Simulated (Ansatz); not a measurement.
The starting structures come from a database of crystals and need not be the phases stable at ambient conditions.

Data:

```
N2OSi2
1.0
    4.85861     0.00000     0.00000
    0.00000     5.22786     0.00000
    0.00000     2.33038     4.67973
Si N O
4 4 2
Cartesian
  1.31523   0.90287   1.53299
  3.74453   6.65538   3.14674
  1.31523   5.78353   4.55487
  3.74453   1.77472   0.12486
  2.98814   1.29903   1.60459
  0.55884   6.25921   3.07514
  2.98814   5.54284   4.23216
  0.55884   2.01541   0.44757
  1.07516   4.62310   0.97675
  3.50447   2.93515   3.70297
```

Space group of this cell: Cmc2_1. The cell is taken as given; by PBEsol its mean pressure is 2.2 GPa.

Transport runs along the normal of the first two printed cell vectors.

The gap is the functional's own. No spin-orbit coupling. Mid-gap values are interpolated on the energy grid.

**Question.** Compute, with PBEsol run with Ansatz (a first-principles code), the band gap and the smallest decay constant κ at mid-gap.

**Answer.** Gap 4.99 eV on a 6×6×6 mesh; κ = 0.433 1/Å, at the zone centre.
